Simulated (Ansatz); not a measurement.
Hg in the diamond structure (space group Fd-3m, No. 227; a hypothetical phase, not in the database extracts checked)

```cif
data_Hg2
_chemical_formula_sum 'Hg2'
_space_group_name_H-M_alt 'P 1'
_space_group_IT_number 1
_cell_length_a 5.40735
_cell_length_b 5.40735
_cell_length_c 5.40735
_cell_angle_alpha 60.000
_cell_angle_beta 60.000
_cell_angle_gamma 60.000
loop_
_space_group_symop_operation_xyz
  'x, y, z'
loop_
_atom_site_label
_atom_site_type_symbol
_atom_site_fract_x
_atom_site_fract_y
_atom_site_fract_z
_atom_site_occupancy
Hg1 Hg 0.75000 0.75000 0.75000 1
Hg2 Hg 0.50000 0.50000 0.50000 1
```

Computed with PBE in Ansatz (plane waves to 420 eV, PAW, scalar-relativistic without spin-orbit coupling). Γ-centred 11×11×11 mesh, Fermi–Dirac width 0.05 eV.

```yaml
volume_per_atom: 55.90 Å³
density: 5.96 g/cm³
band_gap: 0.36 eV, indirect, Γ → K–Γ (9 % along)
hole_mass: 0.30 mₑ
total_energy: -13813.375 eV/atom (σ→0; compares only within this code and set-up)
```

With Hg present, leaving out spin-orbit coupling can change the band edges. Effective masses come from finite differences of ±0.01 Å⁻¹. Stability against distortions was not tested.

Ansatz is a program for electronic structure.
